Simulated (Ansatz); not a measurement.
Cl on the 1x1 (111) surface of fcc Ag, one in a 3x3 cell, energies for each (67.1 Å²). Energies are against ½ Cl2(g), without zero-point or thermal terms; each row is named by its start.

The numbers are results of PBE (plane waves to 420 eV, PAW; Ansatz, an electronic-structure program), not measurements.

Slab: 37 atoms, 7.1 Å thick at the start under the adsorbate (thin: gaps and levels are the slab's own); k 4x4x1, smearing 0.1 eV, dipole-corrected; 18 atoms held, the rest relaxed; each run with such symmetry as its start has; no spin, no spin-orbit, no U, no dispersion correction.

A negative adsorption energy means that the adsorbate is more stable on the surface than in its reference. Heights count from the host atoms within 0.3 Å of the top one.

| starting site | E_ads (eV) | height (Å) | nearest host atom (Å) | bonded to | Δ work function (eV) | lateral drift (Å) |
|---|---|---|---|---|---|---|
| top Ag | -1.16 | ___ | Ag 2.40 | Ag | ___ | 0.0 |
| hollow Ag-Ag-Ag over Ag at depth 2.4 Å | -1.52 | 2.04 | Ag 2.66 | 3 Ag | 0.56 | 0.0 |
| hollow Ag-Ag-Ag over Ag at depth 4.7 Å | -1.52 | 2.03 | Ag 2.65 | 3 Ag | 0.54 | 0.0 |

Question: What belongs in the gaps?

Answer: 
- top Ag, height (Å): 2.38
- top Ag, Δ work function (eV): 1.06
